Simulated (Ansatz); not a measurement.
We consider La₂SiO₅ (P2₁/c, No. 14, 32 atoms in the cell; start mp-5152), described by LDA in Ansatz (plane waves, PAW).

Numerical settings: plane-wave cutoff 520 eV, 4×6×6 k mesh (along the axes of the cell as run), Fermi–Dirac smearing 0.01 eV, scalar-relativistic PAW data made under PBE.

Cell (relaxed with PBEsol):

```yaml
crystal:
  lattice:
    - [9.25487, 0.00000, -0.00722]
    - [0.00000, 7.55732, 0.00000]
    - [-2.24887, 0.00000, 6.59779]
  atoms:
    - { symbol: La, position: [0.48859, 0.87471, 0.26679] }
    - { symbol: La, position: [0.51141, 0.12529, 0.73321] }
    - { symbol: La, position: [0.51141, 0.37471, 0.23321] }
    - { symbol: La, position: [0.48859, 0.62529, 0.76679] }
    - { symbol: La, position: [0.88935, 0.34257, 0.09465] }
    - { symbol: La, position: [0.11065, 0.65743, 0.90535] }
    - { symbol: La, position: [0.11065, 0.84257, 0.40535] }
    - { symbol: La, position: [0.88935, 0.15743, 0.59465] }
    - { symbol: Si, position: [0.79898, 0.92476, 0.04248] }
    - { symbol: Si, position: [0.20102, 0.07524, 0.95752] }
    - { symbol: Si, position: [0.20102, 0.42476, 0.45752] }
    - { symbol: Si, position: [0.79898, 0.57524, 0.54248] }
    - { symbol: O, position: [0.61171, 0.12639, 0.45298] }
    - { symbol: O, position: [0.38829, 0.87361, 0.54702] }
    - { symbol: O, position: [0.38829, 0.62639, 0.04702] }
    - { symbol: O, position: [0.61171, 0.37361, 0.95298] }
    - { symbol: O, position: [0.91032, 0.75834, 0.05304] }
    - { symbol: O, position: [0.08968, 0.24166, 0.94696] }
    - { symbol: O, position: [0.08968, 0.25834, 0.44696] }
    - { symbol: O, position: [0.91032, 0.74166, 0.55304] }
    - { symbol: O, position: [0.61883, 0.86844, 0.99353] }
    - { symbol: O, position: [0.38117, 0.13156, 0.00647] }
    - { symbol: O, position: [0.38117, 0.36844, 0.50647] }
    - { symbol: O, position: [0.61883, 0.63156, 0.49353] }
    - { symbol: O, position: [0.79073, 0.42461, 0.36667] }
    - { symbol: O, position: [0.20927, 0.57539, 0.63333] }
    - { symbol: O, position: [0.20927, 0.92461, 0.13333] }
    - { symbol: O, position: [0.79073, 0.07539, 0.86667] }
    - { symbol: O, position: [0.86708, 0.46189, 0.75427] }
    - { symbol: O, position: [0.13292, 0.53811, 0.24573] }
    - { symbol: O, position: [0.13292, 0.96189, 0.74573] }
    - { symbol: O, position: [0.86708, 0.03811, 0.25427] }
```

### Question
Predict the band gap and smallest direct gap on the k points sampled.

### Answer

* **band gap**: 4.47 eV
* **smallest direct gap on the k points sampled**: 4.55 eV

Note: cell and atoms aren't relaxed at this level (largest force component 0.24 eV/Å, pressure -4.0 GPa).

Spin–orbit coupling is not included.

The computed numbers hold no vibrational or temperature effects.

A start named mp-… is a Materials Project structure, which need not be a measured phase.

Ansatz is an electronic-structure program.
